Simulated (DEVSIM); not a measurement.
Structure: Pd/SiO2/p-Ge capacitor, at 250 K.

```tsv
layer (left to right)	material	thickness (nm)	Na (cm⁻³)
1	SiO2	56.0	-
2	Ge	16000	1.3e15
```

Metal gate on the left, work function 5.2 eV. Fixed charge at the semiconductor interface 0 cm⁻² (in units of +e); no interface traps.

This is a model device: material constants are rounded textbook-type values typed into the input, and sizes, dopings and lifetimes were drawn at random. Values at 300 K; Nc and Nv go as T^1.5, mobilities as T to minus their exponent, the gap by Varshni's rule with the affinity fixed.

| parameter | SiO2 | Ge |
|---|---|---|
| gap (eV) | 9 | 0.664 |
| affinity (eV) | 0.9 | 4 |
| permittivity | 3.9 | 16 |
| Nc (cm⁻³) | - | 1.04e19 |
| Nv (cm⁻³) | - | 6e18 |
| Varshni α (eV/K) | - | 0.000477 |
| Varshni β (K) | - | 235 |

Simulated with DEVSIM: 1D Poisson equation in equilibrium, Boltzmann statistics, complete ionisation; no quantum confinement or tunnelling. Metal contacts follow the ideal Schottky-Mott rule: no Fermi-level pinning, no interface dipoles.

The SiO2 thickness was swept, all else fixed.

```
SiO2 thickness (μm)  threshold voltage (band bending 2φF) (V)  minimum of the low-frequency capacitance (μF/cm²)  capacitance of the dielectric stack (μF/cm²)
-------------------  ----------------------------------------  -------------------------------------------------  --------------------------------------------
0.022                                                    1.10                                             0.0229                                         0.157
0.031                                                    1.13                                             0.0224                                         0.111
0.039                                                    1.17                                             0.0206                                        0.0885
0.048                                                    1.20                                             0.0193                                        0.0719
0.056                                                    1.23                                             0.0188                                        0.0617
0.067                                                    1.28                                             0.0176                                        0.0515
```

From the first row to the last the threshold voltage (band bending 2φF) goes from 1.10 to 1.28. From the first row to the last the minimum of the low-frequency capacitance goes from 0.0229 to 0.0176.
